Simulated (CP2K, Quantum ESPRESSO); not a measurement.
A Quantum ESPRESSO input for a self-consistent single point of GaAs (F-43m, 2 atoms in the cell) (DFT, PBE, plane waves, GBRV 1.5 ultrasoft (PBE) pseudopotentials):

```fortran
&control
   calculation = 'scf',
   prefix = 'gaas',
   outdir = './work',
   pseudo_dir = './',
   tprnfor = .true.,
   tstress = .true.,
/
&system
   ibrav = 0,
   nat = 2,
   ntyp = 2,
   ecutwfc = 50,
   ecutrho = 250,
   occupations = 'smearing',
   smearing = 'fermi-dirac',
   degauss = 0.000734986,
/
&electrons
   conv_thr = 1.0d-10,
/
ATOMIC_SPECIES
Ga    69.7230  ga_pbe_v1.4.uspp.F.UPF
As    74.9216  as_pbe_v1.uspp.F.UPF
ATOMIC_POSITIONS crystal
Ga    0.0000000000    0.0000000000    0.0000000000
As    0.2500000000    0.2500000000    0.2500000000
K_POINTS automatic
8 8 8  0 0 0
CELL_PARAMETERS angstrom
   0.0000000000     2.8250000000     2.8250000000
   2.8250000000     0.0000000000     2.8250000000
   2.8250000000     2.8250000000     0.0000000000
```

**Question.** Give the CP2K input for the same structure, mesh, smearing and functional.

**Answer.** One input that does it (others would too):

```
&GLOBAL
  PROJECT scf
  RUN_TYPE ENERGY_FORCE
  PRINT_LEVEL MEDIUM
&END GLOBAL
&FORCE_EVAL
  METHOD Quickstep
  STRESS_TENSOR ANALYTICAL
  &DFT
    BASIS_SET_FILE_NAME BASIS_MOLOPT
    POTENTIAL_FILE_NAME GTH_POTENTIALS
    &QS
      METHOD GPW
      EPS_DEFAULT 1E-10
    &END QS
    &MGRID
      CUTOFF 600
      REL_CUTOFF 50
      NGRIDS 5
    &END MGRID
    &SCF
      SCF_GUESS ATOMIC
      EPS_SCF 1E-7
      MAX_SCF 100
      ADDED_MOS 4
      &DIAGONALIZATION
        ALGORITHM STANDARD
      &END DIAGONALIZATION
      &MIXING
        METHOD BROYDEN_MIXING
        ALPHA 0.2
        NBUFFER 10
        BETA 1
      &END MIXING
      &SMEAR ON
        METHOD FERMI_DIRAC
        ELECTRONIC_TEMPERATURE [K] 116.05
      &END SMEAR
    &END SCF
    &KPOINTS
      SCHEME MONKHORST-PACK 8 8 8
      GAMMA_CENTERED T
    &END KPOINTS
    &XC
      &XC_FUNCTIONAL PBE
      &END XC_FUNCTIONAL
    &END XC
    &PRINT
      &MO
        EIGENVALUES T
        OCCUPATION_NUMBERS T
        NDIGITS 8
        FILENAME mo
        &EACH
          QS_SCF 0
        &END EACH
        ADD_LAST NUMERIC
      &END MO
      &MULLIKEN ON
      &END MULLIKEN
    &END PRINT
  &END DFT
  &SUBSYS
    &CELL
      ABC 3.99515300 3.99515326 3.99515335
      ALPHA_BETA_GAMMA 60.00000142 59.99999459 59.99999386
      PERIODIC XYZ
    &END CELL
    &COORD
      SCALED
      Ga       0.00000000     0.00000000     0.00000000
      As       0.25000000     0.25000000     0.25000000
    &END COORD
    &KIND Ga
      BASIS_SET DZVP-MOLOPT-SR-GTH-q13
      POTENTIAL GTH-PBE-q13
    &END KIND
    &KIND As
      BASIS_SET DZVP-MOLOPT-SR-GTH-q5
      POTENTIAL GTH-PBE-q5
    &END KIND
  &END SUBSYS
  &PRINT
    &FORCES ON
    &END FORCES
    &STRESS_TENSOR ON
    &END STRESS_TENSOR
  &END PRINT
&END FORCE_EVAL
```

Basis, cutoffs, solver keys and any potentials are the target program's own. This input uses DFT PBE, GPW, DZVP-MOLOPT-SR-GTH basis, GTH-PBE potentials (GTH_POTENTIALS). Both were run: pressure 3.58 GPa in Quantum ESPRESSO and 4.36 in CP2K; gap on the mesh 0.539 eV in Quantum ESPRESSO and 0.516 in CP2K.

On Quantum ESPRESSO: the starting cell has typed, rounded lattice constants, without a prior relaxation at this level. With a pressure of about 4 GPa the cell is away from its equilibrium volume at this level.

On CP2K: the starting cell has typed, rounded lattice constants, without a prior relaxation at this level. Values carry the incompleteness of an atom-centred basis. With a pressure of about 4 GPa the cell is away from its equilibrium volume at this level.
